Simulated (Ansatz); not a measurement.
System: interstitial O in zinc-blende AlP (charge state -2). Method: PBE, PAW (plane waves to 420 eV; Ansatz, a program for electronic structure).

64-site cell at the relaxed PBE lattice, a 2×2×2 k-point mesh shifted by half a step, smearing 0.01 eV, spin-restricted, no finite-size correction. Static, classical nuclei. The charge state is imposed; whether it is stable for some Fermi level was not computed. Sites that were not tried may lie lower.

Barriers: single points on a 3×3×3 k-point mesh shifted by half a step at the bands' geometries.

The step: a concerted move, in which O travels most. Atoms about the jump, Cartesian Å from the middle of the jump, before and after:

| atom | x0 | y0 | z0 | x1 | y1 | z1 |
|---|---|---|---|---|---|---|
| O1 | 0.00 | -1.38 | -1.38 | 0.00 | 1.38 | 1.38 |
| Al2 | -1.14 | -0.23 | -0.23 | -1.14 | 0.23 | 0.23 |
| Al3 | 1.39 | 0.01 | 2.80 | 1.14 | 0.23 | 2.52 |
| Al4 | 1.14 | -2.52 | -0.23 | 1.39 | -2.80 | -0.01 |
| P5 | 0.00 | -1.38 | 1.53 | 0.00 | -1.53 | 1.38 |
| P6 | 0.00 | 1.53 | -1.38 | 0.00 | 1.38 | -1.53 |
| P7 | 2.76 | 1.38 | 1.38 | 2.90 | 1.38 | 1.38 |
| P8 | 2.90 | -1.38 | -1.38 | 2.76 | -1.38 | -1.38 |
| Al9 | 1.39 | 2.80 | 0.01 | 1.14 | 2.52 | 0.23 |
| Al10 | 1.14 | -0.23 | -2.52 | 1.39 | -0.01 | -2.80 |
| Al11 | 4.18 | 0.01 | 0.01 | 4.18 | -0.01 | -0.01 |

Problem. Where do these atoms stand at the saddle point, and how high is it?

Solution. 
| atom | x | y | z |
|---|---|---|---|
| O1 | 0.91 | -0.19 | 0.44 |
| Al2 | -0.95 | -0.11 | 0.15 |
| Al3 | 1.21 | -0.11 | 2.30 |
| Al4 | 1.21 | -2.40 | 0.15 |
| P5 | -0.40 | -1.81 | 1.76 |
| P6 | -0.03 | 1.47 | -1.48 |
| P7 | 2.83 | 1.46 | 1.39 |
| P8 | 2.75 | -1.34 | -1.40 |
| Al9 | 1.41 | 2.73 | -0.05 |
| Al10 | 1.38 | 0.06 | -2.77 |
| Al11 | 4.13 | 0.06 | -0.02 |
It lies 2.35 eV above the start and 2.35 eV above the end. The saddle point's order was not checked, and it lies on a symmetry element of the cell, where a band can be held. Symmetry-equivalent saddle points exist between the same ends.
